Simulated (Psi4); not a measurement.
Psi4 1.11, TPSS/def2-svpd: W(O)2(Br)(NH2) ([NH2][W](=[O])(=[O])[Br]), 7 atoms. The geometry is a generated start, not checked to be a minimum at this level.

```yaml
task: energy
method: tpss
basis: def2-svpd
memory: 3 GB
maxiter: 100
keys_of_the_molecule_block: symmetry c1
scf_type: df (default)
e_convergence: 1e-06 (default)
d_convergence: 1e-06 (default)
dft_radial_points: 75 (default)
dft_spherical_points: 302 (default)
effective_core_potentials: those of the basis set, past Kr
basis_functions: 158
grid_points: 152042
```

```xyz
7

W      0.5685    -0.4818     0.1377
O      1.9123    -0.1590    -0.8126
O      0.7994    -0.6684     1.7889
Br    -0.2903    -2.5756    -0.6319
N     -0.7908     0.9325    -0.1580
H     -0.7702     1.6574    -0.8896
H     -1.4288     1.2949     0.5655
```

Charge 0 and multiplicity 1 are set for this test and not shown to be the ground state.

With the defaults (diis = true, scf_initial_accelerator = adiis, damping_percentage = 0, guess = auto, which took SAD, level_shift = 0, level_shift_cutoff = 0.01, diis_max_vecs = 10) it converges in 12 SCF iterations. One run each on 2 threads, with these changes:
- diis_max_vecs = 6
- guess = huckel
- level_shift = 0.1, level_shift_cutoff = 0.001
- guess = modhuckel
- scf_initial_accelerator = none
- diis = false, scf_initial_accelerator = none, damping_percentage = 60
- guess = core
- damping_percentage = 20
- guess = gwh

**Question.** Which runs fail or end elsewhere than the default run?

**Answer.** No convergence: diis = false, scf_initial_accelerator = none, damping_percentage = 60 (the run ends without SCF convergence in 100 iterations). The rest reach the solution of the defaults.

| setting | SCF iterations | end |
|---|---|---|
| the defaults | 12 | same solution |
| level_shift = 0.1, level_shift_cutoff = 0.001 | 12 | same solution |
| scf_initial_accelerator = none | 12 | same solution |
| diis_max_vecs = 6 | 12 | same solution |
| guess = modhuckel | 15 | same solution |
| guess = huckel | 15 | same solution |
| guess = gwh | 18 | same solution |
| guess = core | 18 | same solution |
| damping_percentage = 20 | 21 | same solution |
| diis = false, scf_initial_accelerator = none, damping_percentage = 60 | 100 | no convergence |

1 further run of the study ended by our limits or in an error and is left out.
